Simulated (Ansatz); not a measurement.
Base system: HfO$_{2}$ in the fluorite structure (space group Fm-3m, No. 225; a = 5.058 Å).

Modification: a hydrostatic pressure of 3 GPa.

Computed with plane-wave PAW DFT at the r2SCAN level (Ansatz, a first-principles code, 500 eV), without spin-orbit coupling.

Base, band edges from the VBM (valence, conduction): X 0.00, 4.30; W -0.22, 5.30; L -1.90, 5.12; Γ -0.65, 4.42; K -0.35, 4.81; U -0.35, 4.81 eV.

### Question
Give the band edges at the high-symmetry points of the new zone, measured from its valence-band maximum.

### Answer
```tsv
point	valence edge (eV)	conduction edge (eV)
Γ	-0.65	4.45
X	0.00	4.33
U	-0.36	4.85
K	-0.36	4.85
L	-1.91	5.16
W	-0.23	5.34
```

The gap is 4.33 eV, direct at X.

With Hf present, leaving out spin-orbit coupling can change the band edges. Load acts through the strain it causes; cell and atoms are relaxed under it. No phonon test of stability was made. This is not the structure that HfO2 has at room temperature and ambient pressure.
